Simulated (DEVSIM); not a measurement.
System: Ti/SiO2/n-GaAs capacitor, at 300 K.

Layer 1 from the left is SiO2, thickness (nm) 11.0. Layer 2 from the left is GaAs, thickness (nm) 6500, Nd (cm⁻³) 9.7e15.

Metal gate on the left, work function 4.33 eV. Fixed charge at the semiconductor interface 0 cm⁻² (in units of +e); no interface traps.

Constants are typed, rounded textbook-type inputs, not results; the design itself was drawn at random and stands for no fabricated device. Values at 300 K.

SiO2: gap (eV) 9, affinity (eV) 0.9, permittivity 3.9. GaAs: gap (eV) 1.424, affinity (eV) 4.07, permittivity 12.9, Nc (cm⁻³) 4.7e17, Nv (cm⁻³) 9e18.

Model (solved in DEVSIM): 1D Poisson equation in equilibrium, Boltzmann statistics, complete ionisation; no quantum confinement or tunnelling. Metal contacts follow the ideal Schottky-Mott rule: no Fermi-level pinning, no interface dipoles.

Task: What does the simulation give for the flat-band voltage, the threshold voltage (band bending 2φF), the minimum of the low-frequency capacitance?

Result: flat-band voltage 0.16 V; threshold voltage (band bending 2φF) -1.19 V; minimum of the low-frequency capacitance 0.0277 μF/cm².
